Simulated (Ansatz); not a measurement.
# A computed series for SnO2: response to strain

The parent structure is SnO2 in the rutile structure (space group P4_2/mnm, No. 136).

```
SnO2
1.0
    4.72236     0.00000     0.00000
    0.00000     4.72236     0.00000
    0.00000     0.00000     3.19034
Sn O
2 4
Direct
  0.00000   0.00000   0.00000
  0.50000   0.50000   0.50000
  0.30607   0.30607   0.00000
  0.80607   0.19393   0.50000
  0.19393   0.80607   0.50000
  0.69393   0.69393   0.00000
```

Strains are applied to the cell and any free atomic positions relax.

Computed with LDA/PAW in Ansatz (a first-principles code), scalar-relativistic without spin-orbit coupling.

Notes on the quantities. energy relative to the base: free energy F.

```tsv
isotropic strain (%)	energy relative to the base (meV/atom)
0	0.0
0.6	2.5
1.2	9.7
1.8	?
2.4	37.0
3	56.4
```

Problem. Fit ΔE = Aε² + Bε³ (ε in %) to the rows shown and predict the withheld row.

Solution. Least squares on the printed values gives A = 7.05 and B = -0.26 meV/atom (largest residual 0.0 meV/atom); this predicts 21.3 meV/atom, and the run gives 21.3 meV/atom, in agreement.

No phonon test of stability was made.
